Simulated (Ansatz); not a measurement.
HgTe (P3₁21, No. 152, 6 atoms in the cell; start mp-358; a measured phase of this formula has another space group), treated with PBEsol (Ansatz, a first-principles code, plane waves, PAW).

Run with plane-wave cutoff 500 eV, 12×12×4 k mesh (along the axes of the cell as run), gaussian smearing 0.02 eV, scalar-relativistic PAW data made under PBE.

Cell (relaxed at this level):

```xyz
6
Lattice="4.5136 0.0000 0.0000 -2.2568 3.9089 0.0000 0.0000 0.0000 10.1520" Properties=species:S:1:pos:R:3 pbc="T T T"
Hg     0.8045     1.3935     0.0000
Hg     2.9045     0.0000     3.3840
Hg    -1.4523     2.5154     6.7680
Te     1.0346     1.7920     5.0760
Te     2.4443     0.0000     8.4600
Te    -1.2222     2.1168     1.6920
```

Q: Give the computed band gap.

A: 
band gap: 0.35 eV (on the SCF k mesh)

Note: the relaxation could not lower the start's symmetry, so the cell can be a saddle point above a distorted one.

Spin–orbit coupling is not included; with these elements it can move the gap by several tenths of an eV or more.

Static lattice: no zero-point or thermal effects.

A start named mp-… is a Materials Project structure, which need not be a measured phase.
